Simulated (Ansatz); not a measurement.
Worked example: relaxation of the atoms of ScF3 (R3, 4 atoms in the cell) in Ansatz (a program for electronic structure).

Computed with LDA (PW92), default PAW files made with PBE (plane waves; Ansatz).

The change in words: one atom moved by 0.15 angstrom; relax: default → atoms; relax.f_tol: default → 0.05 eV/Å. Reference geometry:
```yaml
crystal:
  lattice:
    - [2.86541, 1.65434, 2.33814]
    - [-2.86541, 1.65434, 2.33814]
    - [0.00000, -3.30869, 2.33814]
  atoms:
    - { symbol: Sc, position: [0.00000, 0.00000, 0.00000] }
    - { symbol: F, position: [0.50000, 0.00193, 0.99807] }
    - { symbol: F, position: [0.99807, 0.50000, 0.00193] }
    - { symbol: F, position: [0.00193, 0.99807, 0.50000] }
```

Reference input (self-consistent single point, DFT, LDA (PW92), plane waves, default PAW files made with PBE): basis.ecutwfc = 420 eV; kpoints.mp_grid.grid = 6 6 6; hamiltonian.xc = lda; hamiltonian.pseudopotentials = {kind: paw} (the program's default PAW files); scf.occupations.method = fixed. This run's input differs from it in these lines:

```diff
@@ -6,3 +6,3 @@
   atoms:
-    - { symbol: Sc, position_ang: [0.000000, 0.000000, 0.000000] }
+    - { symbol: Sc, position_ang: [0.000000, -0.000000, 0.150003] }
     - { symbol: F, position_ang: [1.427175, -2.471940, 3.507210] }
@@ -22,2 +22,4 @@
     method: fixed
+relax:
+  f_tol: 0.05
 output:
```

Output, abridged:

```
   [... SCF lines of the steps left out ...]
relax step   1: F+E_penalty+E_count = -4477.65358009 eV  Δ(F+E_penalty+E_count) = +0.000e0 eV  max|allowed force component| = 1.117e0 eV/Å  Δτ_max = 0.0000 Å  (6 SCF iters, dr2 threshold 6.25e-5 eV, accepted)
relax step   2: F+E_penalty+E_count = -4477.67933429 eV  Δ(F+E_penalty+E_count) = -2.575e-2 eV  max|allowed force component| = 9.132e-1 eV/Å  Δτ_max = 0.0179 Å  (5 SCF iters, dr2 threshold 7.80e-5 eV, accepted)
relax step   3: F+E_penalty+E_count = -4477.73531630 eV  Δ(F+E_penalty+E_count) = -5.598e-2 eV  max|allowed force component| = 8.440e-3 eV/Å  Δτ_max = 0.0934 Å  (5 SCF iters, dr2 threshold 5.21e-5 eV, accepted)
relax step   4: F+E_penalty+E_count = -4477.73531723 eV  Δ(F+E_penalty+E_count) = -9.275e-7 eV  max|allowed force component| = 7.840e-3 eV/Å  Δτ_max = 0.0000 Å  (4 SCF iters, accepted)
the relaxation is at rest under the 3 symmetry operations that the run kept from its start: a minimum is not shown …
Stability not checked: this state was not tested for a lower state beside it, because too few of the mixer's solves of this state at the end of the SCF gave a …
Free energy (F): -4477.735317 eV
Internal energy: -4477.735317 eV  (E = F + TS)
E sigma→0 (E₀):  -4477.735317 eV
Fermi energy:    -0.831778 eV
--- Forces (eV/Å), atoms counted from 1 ---
  atom   1  Sc     0.00000000     0.00000000    -0.00783010
  atom   2  F      0.00012629    -0.00069978     0.00262267
   [... lines left out ...]
  atoms:
    - { symbol: Sc, position: [0.005518784463809903, 0.005518784463809887, 0.005518784463809876] }
    - { symbol: F, position: [0.505385448458289, 0.005318758270075441, 1.0051619558169873] }
    - { symbol: F, position: [1.0051619558169875, 0.5053854484582889, 0.005318758270075219] }
    - { symbol: F, position: [0.005318758270075108, 1.0051619558169875, 0.5053854484582888] }
```

The run converged.  The full log also holds: “iter 5 did not close the SCF: its close was put off for the readings that it lacked (scf_convergence_deferred on its scf_iter line)”.

Summary of the result:
- Free energy E − TS (on the zero of these files): -4477.7353 eV
- Top of the valence band (on the code's own zero): -0.83 eV
- Gap on the k-point mesh: 6.07 eV
- Pressure: -5.51 GPa
- Largest force (vector length): 0.008 eV/Å
- Relaxation steps: 4

The starting cell comes from a database of computed structures (which also holds hypothetical and non-ambient phases and stackings), without a prior relaxation at this level. Its lattice was rescaled by up to half a per cent. For this run, on top of that: one atom moved by 0.15 angstrom. The relaxation keeps the symmetry of its start, so its end need not be a minimum. Ansatz's pressure includes its estimate of the finite-basis (Pulay) stress. Without the estimate this run gives -6.24 GPa.

Keys are those of Ansatz 0.2.
